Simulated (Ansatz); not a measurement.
BP under load (space group I-4m2), HSE06, rigid bands in Ansatz (a first-principles code). Condition of this run: uniaxial stress along [001] of -12 GPa (compression positive) (the target of the relaxation). Band gap 1.64 eV, N_c = 2.34e19 cm⁻³ and N_v = 1.71e19 cm⁻³ at 300 K, conductivity masses along x (a = (0.00, 2.25, 2.35) Å; b = (2.25, 0.00, 2.35) Å; c = (2.25, 2.25, 0.00) Å) of 0.375 mₑ (electrons) and 0.314 mₑ (holes). Take k_BT = 0.02585 eV.

Question: A film of it is 5 nm thick, with its normal along the direction named. Estimate the confinement energies in an infinite well.

Answer: ħ²π²/(2m t²) = 0.376 eV·nm²/(m/mₑ × t²) gives 40.1 meV for electrons and 47.9 meV for holes, so the gap would widen to about 1.73 eV. Finite barriers and nonparabolic bands lower this, and with several valleys or bands the heaviest mass along the normal sets the lowest level, not this average.

Question: What thermal injection velocity √(2k_BT/πm) limits a ballistic channel along the direction named?

Answer: 8.79e6 cm/s for electrons and 9.60e6 cm/s for holes, a ratio of √(m_h/m_e) = 0.915, for dilute carriers.

Question: What built-in voltage has an abrupt junction with N_A = 1e17 and N_D = 1e18 cm⁻³, all dopants ionised?

Answer: V_bi = E_g/e − (k_BT/e) ln(N_c N_v/(N_A N_D)) = 1.64 − 0.02585 × 8.29 = 1.43 V, for the computed gap.

Rigid bands with the computed gap; masses take one relaxation time for all states. Spin-orbit coupling is left out; where it splits the top of the valence band, N_v and the p-type Seebeck coefficient come out somewhat high without it. Geometry: cell and atoms relaxed with PBEsol.
